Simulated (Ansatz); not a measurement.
Consider GaN (space group P6_422, No. 181; a hypothetical phase, not in the database extracts checked).

```
GaN
1.0
    3.12514     0.00000     0.00000
   -1.56257     2.70645     0.00000
    0.00000     0.00000     7.35867
Ga N
3 3
Direct
  0.50000   0.50000   0.16667
  0.50000   0.00000   0.50000
  0.00000   0.50000   0.83333
  0.50000   0.50000   0.66667
  0.50000   0.00000   0.00000
  0.00000   0.50000   0.33333
```

Levels (all Ansatz, a first-principles code, PAW): PBEsol (420 eV, without spin-orbit coupling); r2SCAN (500 eV, no spin-orbit coupling); HSE06 (420 eV, no SOC).

One geometry, relaxed with PBEsol, under each level:

| level | band gap | lowest conduction level above the VBM at special points | pressure |
|---|---|---|---|
| PBEsol | 1.47 eV | Γ 1.47 eV; M 2.85 eV; A 3.27 eV; L 3.46 eV | 0.01 GPa |
| r2SCAN | 1.90 eV | Γ 1.90 eV; M 3.41 eV; A 3.74 eV; L 4.04 eV | 0.34 GPa |
| HSE06 | 2.67 eV | Γ 2.67 eV; M 4.07 eV; A 4.52 eV | – |

Single points use the geometry relaxed with PBEsol. Their cutoffs differ, which shifts pressures a little. The hybrid gap comes from the SCF mesh plus the semilocal run's edge points and a few special points and is an upper bound. Whether these cells are dynamically stable was not tested. The base started in P3_121 and relaxed to P6_422 at this level.
